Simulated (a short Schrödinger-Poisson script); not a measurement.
Symmetric double-gate stack, SiO2 on p-type Si(100)

System: symmetric double-gate stack, SiO2 on p-type Si(100), at 300 K.

```tsv
layer	material	thickness (nm)	Na (cm⁻³)
1	SiO2	0.6	-
2	Si	10	2e15
3	SiO2	0.6	-
```

The device is made up for the run: typed textbook-type constants, with dimensions and the other settings drawn at random. SiO2: permittivity 3.9, conduction-band edge (eV) 3.15, gap (eV) 9, electron mass (mₑ) 0.5. Si: permittivity 11.7, conduction-band edge (eV) 0, gap (eV) 1.124, Nv at 300 K (cm⁻³) 3.1e19.

Channel valleys (confinement mass, in-plane density-of-states mass, number): Δ2 0.916, 0.19, 2; Δ4 0.19, 0.417, 4. At the gates, both at one voltage, the conduction-band edge of layer 1 lies 3.22 eV − eVg above the Fermi level of the channel. Gaps are held at their typed values at every temperature. Mesh 0.03 nm at interfaces.

Solved with a short Schrödinger-Poisson script written for these runs: 1D Poisson equation in equilibrium, electrons quantum, Hartree (BenDaniel-Duke, 12 states a valley, the channel's in-plane mass for all, wave functions ending at the dielectric), parabolic valleys, classical holes, full ionisation, no traps, pinning or gate leakage.

```tsv
Vg (V)	electrons (cm⁻²)	C (μF/cm²)	Δ2 E0 (meV)	Δ2 E1 (meV)	Δ4 E0 (meV)	Δ4 E1 (meV)
-0.25	6.85e7	< 0.003	324.2	336.5	339.9	399.2
-0.2	4.74e8	< 0.003	274.2	286.5	289.9	349.2
-0.15	3.26e9	0.0205	224.3	236.6	240.0	299.3
-0.1	2.20e10	0.135	174.9	187.2	190.6	249.9
-0.05	1.32e11	0.705	128.8	140.5	144.5	203.3
0	5.37e11	1.98	92.7	102.8	108.5	165.7
0.05	1.34e12	3.14	69.1	76.5	85.7	139.9
0.1	2.45e12	3.94	52.9	57.5	71.4	122.1
0.15	3.77e12	4.53	40.0	42.5	61.8	109.1
0.2	5.26e12	5.00	28.7	30.1	55.1	99.3
0.25	6.89e12	5.39	18.6	19.3	50.0	91.6
0.3	8.62e12	5.71	9.3	9.8	46.1	85.3
0.35	1.04e13	5.97	0.9	1.1	42.9	80.1
0.4	1.23e13	6.19	-7.0	-6.8	40.3	75.6
0.45	1.43e13	6.37	-14.3	-14.2	38.0	71.7
0.5	1.63e13	6.53	-21.3	-21.3	36.0	68.2
0.55	1.84e13	6.66	-28.0	-28.0	34.1	65.0
0.6	2.05e13	6.77	-34.5	-34.4	32.4	62.1
0.65	2.26e13	6.87	-40.7	-40.7	30.8	59.4
0.7	2.48e13	6.96	-46.8	-46.8	29.3	56.8
0.75	2.69e13	7.04	-52.8	-52.8	27.9	54.4
```

Subbands count from the Fermi level. The capacitance is that of both gates.
